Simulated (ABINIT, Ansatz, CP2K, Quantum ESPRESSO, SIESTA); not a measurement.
Code comparison for La3Ga (Pm-3m, 4 atoms in the cell)

Self-consistent single point, at a second geometry (lattice scaled by 0.98). First geometry:

```
La3Ga
1.0
    4.93068     0.00000     0.00000
    0.00000     4.93068     0.00000
    0.00000     0.00000     4.93068
La Ga
3 1
Cartesian
  0.00000   2.46534   2.46534
  2.46534   0.00000   2.46534
  2.46534   2.46534   0.00000
  0.00000   0.00000   0.00000
```

Shared settings, as Ansatz (a first-principles code) writes them: kpoints.mp_grid.grid = 5 5 5; scf.occupations.method = gaussian; scf.occupations.width = 0.02 Ry. Potentials and cutoffs stand in the table.

| code | model | ΔF from the first geometry (meV/atom) | pressure (GPa) | cutoff |
|---|---|---|---|---|
| CP2K | PBEsol, GPW, DZVP-MOLOPT-SR-GTH basis, GTH-PBE potentials (GTH_POTENTIALS) | 6.9 | 2.08 | grid 600 Ry |
| Ansatz | PBEsol, PAW files made with PBE | -12.2 | 0.17 | 30.9 Ry |
| Quantum ESPRESSO | PBEsol, GBRV 1.5 ultrasoft (PBESOL) pseudopotentials | -9.5 | 0.39 | 50 Ry |
| SIESTA | GGA PBEsol, numerical atomic orbitals DZP, PseudoDojo PBEsol standard norm-conserving potentials (rewritten from UPF to PSML) | 19.4 | 3.70 | grid 350 Ry |
| ABINIT | PBEsol, norm-conserving pseudopotentials (PseudoDojo nc-sr-04 PBEsol standard) | -12.5 | 0.14 | 1497 eV |

The spread over the programs that give each value: ΔF from the first geometry within 31.9 meV/atom; pressure within 3.56 GPa.

CP2K and SIESTA use small atom-centred bases, whose incompleteness enters pressures, forces and empty levels differently from a plane-wave cutoff. Ansatz's pressure is given at a fixed set of plane waves, as the other plane-wave codes print theirs. In the pressure, CP2K (by 1.91) and SIESTA (by 3.54) lie more than 1 GPa from the median of the plane-wave programs.

The starting cell comes from a database of computed structures (which also holds hypothetical and non-ambient phases and stackings), without a prior relaxation at this level. For this run, on top of that: lattice scaled by 0.98.

Left out of this page: Elk and FLEUR (not drawn, or without a comparable value).

Keys are those of Ansatz 0.2.
